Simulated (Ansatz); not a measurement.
```
CELL_PARAMETERS angstrom
      4.29847     0.00000     0.00000
      2.14924     3.72258     0.00000
      2.14924    -1.24086     3.69918
ATOMIC_POSITIONS crystal
  Sn 0.00000 0.00000 0.00000
  Te 0.00000 0.50000 0.50000
```

No spin polarisation.

Calculations: LDA/PAW in Ansatz (a program for electronic structure), no spin-orbit coupling. k-mesh 9×9×9 (Γ-centred); smearing 0.05 eV (Fermi–Dirac).

What pressure (mean of the normal stresses, compression positive) does the calculation give?

1.2 GPa.

What is the computed space group?

R-3m (No. 166).

The mesh was chosen for an insulator and is coarse for the gapless case. The cells carry an imposed strain or load. No phonon test of stability was made. The final runs are not spin-polarised. The cell was made from SnTe in the rock salt structure (space group Fm-3m, No. 225) by this change: biaxial strain −2.50 %, plane normal [111], relaxed out of plane.
